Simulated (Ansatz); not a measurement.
Abridged Ansatz (a first-principles code) output:

```
Relaxation: its limit of steps is 50 (relax.max_steps)
Pseudopotential: Zr, paw, valence charge 12
Crystal: 2 atoms, lattice volume = 47.739 Å³
Basis set: ecut = 420 eV, 941 PW (Γ), exchange–correlation on 48×48×72 points (8 copies of the dense FFT grid, shifted against one another)
Bands: 16, of which v1, the nominal top of the filled ones, is band 12 counted from 1 (11 counted from 0)
Symmetry: 24 space group operations
k-points: 288 of 4851
Functional: x = pbe(κ = 0.804, μ = 0.2195149727645171), c = pbe(β = 0.06672455060314922)
SCF iter   1: F=—  HF=-8367.697251 eV  |F-HF|=—  |Δ(HF+E_count)|=         —  Δρ=2.81e-3  dr2=1.74e-3  ethr=1.77e-3  ⟨swp⟩=4.8  Hψ=19491  notcnv=0
SCF iter   2: F=—  HF=-8367.696255 eV  |F-HF|=—  |Δ(HF+E_count)|=   9.96e-4  Δρ=1.71e-3  dr2=7.23e-4  ethr=7.25e-6  ⟨swp⟩=2.8  Hψ=10061  notcnv=0
SCF 1 converged in 7 iterations: F = -8367.696497 eV  dr2 = 4.04e-11
relax step   1: F+E_penalty+E_count = -8367.69649664 eV  Δ(F+E_penalty+E_count) = +0.000e0 eV  max|allowed force component| = 5.089e-17 eV/Å  Δτ_max = 0.0000 Å  (7 SCF iters, accepted)
SCF converged after 7 iterations
Free energy (F): -8367.696497 eV
Internal energy: -8367.623305 eV  (E = F + TS)
E sigma→0 (E₀):  -8367.659901 eV
Entropy (-TS):   -0.073191 eV (-36.596 meV/atom)
Fermi energy:    13.567778 eV
--- Forces (eV/Å), atoms counted from 1 ---
  atom   1  Zr    -0.00000000    -0.00000000    -0.00000000
  atom   2  Zr    -0.00000000     0.00000000     0.00000000
--- Stress (GPa, compression-positive) ---
       -1.271607      -0.000000       0.000000
       -0.000000      -1.271607       0.000000
        0.000000       0.000000      -3.057734
  P = ⅓ Tr σ = -1.8670 GPa (-18.670 kbar)
--- Relaxed structure (1 steps of the walk, 1 accepted, 0 SCFs on fresh bases) ---
  atoms:
    - { symbol: Zr, position: [0.6666666666666667, 0.3333333333333333, 0.7500000000000001] }
    - { symbol: Zr, position: [0.3333333333333333, 0.6666666666666666, 0.25000000000000006] }
```

Problem. What was computed, and what are the main results?

Solution. Zr, 2 atoms in the cell, with PBE in Ansatz (plane waves to 420 eV, PAW, no spin-orbit coupling). The last SCF converged to F = -8367.696497 eV, or -4183.8482 eV per atom, at a pressure of -1.87 GPa. The total energy compares only with runs of the same code, potentials and settings.

The cells carry an imposed strain or load. Whether these cells are dynamically stable was not tested. The final runs are not spin-polarised. The cell was made from Zr in the hcp (Mg type) structure (space group P6_3/mmc, No. 194) by this change: uniaxial strain ε_zz = +2.00 %.

Keys are those of Ansatz 0.2.
